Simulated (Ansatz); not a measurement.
The parent structure is TiB2 (space group P6/mmm, No. 191; a = 3.0247 Å, c = 3.2226 Å).

Level of theory: r2SCAN in Ansatz (plane waves to 500 eV, PAW, spin-orbit coupling left out).

Base values:

```
Property           Value
---------------  -------
Volume per atom  8.51 Å³
```

Modification: cell and atoms relaxed at a pressure of 18 GPa.

Task: Estimate the effect on the volume per atom.

Result: The volume per atom shrinks by 0.51 Å³, from 8.51 Å³ to 8.00 Å³.

Load acts through the strain it causes; cell and atoms are relaxed under it. Stability against distortions was not tested. Competing high-pressure phases were not computed. The final runs are not spin-polarised.

Ansatz is an electronic-structure program.
